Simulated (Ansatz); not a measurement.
Ansatz (a first-principles code), DFT, PBE, plane waves, its default PAW files: Cu(111) slab of 12 layers, 1x1, atoms displaced (Cu12), unrelaxed, 12 atoms. Basis and mesh were picked for this test and aren't claimed converged.

| Property | Value |
|---|---|
| cell | 2.56, 2.56, 32.96 Å; 90, 90, 60° |
| distance to the nearest atom | 2.49 to 2.55 Å |
| task | single point |
| k mesh | 10×10×1 |
| hamiltonian.xc | pbe |
| kind of files | paw |
| scf.occupations.method | gaussian |
| scf.occupations.width | 0.1 eV |
| scf.initial_density.chi_scale | 0.1 |
| output.forces | true |
| binding of workers (--pin) | off |
| k-point pools (--kpoint-pools) | 1 |
| memory maximum (--max-ram) | 8GiB |
| accuracy | medium (default) |
| basis.precision | auto (default) |
| basis.xc_grid | 2 (default) |
| scf.eigensolver.kind | auto (default) |
| scf.convergence.dr2_threshold | 1e-07 (default) |
| scf.lower_state_search | light (default) |
| k-points after symmetry | 52 |
| bands at the start | 127 |
| electrons | 228 |
| plane waves at Γ | 3741 |
| cutoff (eV) | 420 |
| FFT grid | 18×18×225 |
| symmetry operations | 1 |

Settings of this run: scf.mixing.algorithm = auto, scf.mixing.preconditioner = kerker; 4 threads.

```
iteration  dr2 (eV)     Hψ
---------  --------  -----
1            5.85e1  22603
2            1.17e1  17538
3            5.41e0  13608
4           7.96e-1   8544
5            5.19e0  12414
6           5.43e-1  11020
7           5.57e-1   6773
8           5.40e-1   6263
9           1.89e-1   6514
10          4.70e-2   8060
11          8.38e-2   7743
12          3.96e-2   6709
13          2.50e-2   6587
14          2.24e-2   6444
…                 …      …
21          6.19e-3   6762
22          7.35e-3   7468
23          4.46e-3   6908
24          1.69e-3   7623
25          4.95e-3   9489
26          4.26e-3   9544
27          8.33e-4   9558
28          1.05e-3   9640
…                 …      …
34          8.93e-6   6279
35          6.50e-6   9283
36          8.00e-7   9034
37          4.54e-7   9744
38          3.28e-7   6331
39          1.42e-7   7173
40          1.11e-7  21663
41          7.39e-8  20768
```

It converged after 41 SCF iterations.

Question: The cycle is slow. Which setting should be changed?

Answer: One answer among several that fit: scf.mixing.preconditioner = auto (default) (13 SCF iterations) or scf.mixing.preconditioner = ldos (13 SCF iterations), all else kept. The other changes of this size gave: scf.mixing.algorithm = broyden (36); scf.mixing.preconditioner = none (37); scf.mixing.preconditioner = local_kerker (38); scf.mixing.preconditioner = kerker_dos (41). In that run the program took: scf.mixing.algorithm MSR1, scf.mixing.preconditioner LDOS, scf.eigensolver.kind band_cg, --slots 4. The first change moves the result by: energy under 0.001 meV/atom, forces (largest component) 0.028 meV/Å. Counts are of single runs.

Keys are those of Ansatz 0.2.
